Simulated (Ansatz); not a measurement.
## Effect of pressure 4.2 GPa on TiB2

Base system: TiB2 (space group P6/mmm, No. 191; a = 3.032 Å, c = 3.224 Å).

It is then changed as follows: a hydrostatic pressure of 4.2 GPa.

Computed with PBE (Ansatz, an electronic-structure program, PAW, without spin-orbit coupling), earlier PAW set. Settings: 18×18×14 k-points, 0.05 eV Fermi–Dirac smearing.

```csv
quantity,base,changed,shift
density,4.50 g/cm³,4.57 g/cm³,+0.07 g/cm³
lattice parameter a,3.032 Å,3.018 Å,-0.014 Å
c/a ratio,1.063,1.061,-0.002
enthalpy H = E + PV relative to the base's energy,–,+0.22 eV/atom,–
band gap,zero,zero,–
```

Final structure:

```
CELL_PARAMETERS angstrom
      3.01765     0.00000     0.00000
     -1.50883     2.61336     0.00000
      0.00000     0.00000     3.20225
ATOMIC_POSITIONS crystal
  Ti 0.00000 0.00000 0.00000
  B  0.33333 0.66667 0.50000
  B  0.66667 0.33333 0.50000
```

Load acts through the strain it causes; cell and atoms are relaxed under it. Stability against distortions was not tested. All final runs are without spin polarisation.
